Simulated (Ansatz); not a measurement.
ZnS (F-43m), Ansatz (a first-principles code) with r2SCAN with spin-orbit coupling, rigid bands: N_c = 2.32e18 cm⁻³ at 300 K and an electron conductivity mass of 0.205 mₑ.

Problem. For 1e17 electrons per cm³ at 300 K, place the Fermi level, estimate the Seebeck coefficient of a parabolic band with constant τ, and give mobility and conductivity for τ = 5 fs.

Solution. The level lies k_BT ln(N_c/n) = 0.081 eV below the conduction-band minimum. S ≈ −(k_B/e)[ln(N_c/n) + 5/2] = -486 μV/K, against -482 μV/K from the full bands (mean over directions). μ = eτ/m = 42.9 cm²/(V·s) and σ = neμ = 0.687 S/cm. τ is assumed, not computed.

Band transport and this doping are assumed; polarons and phonon drag are left out.
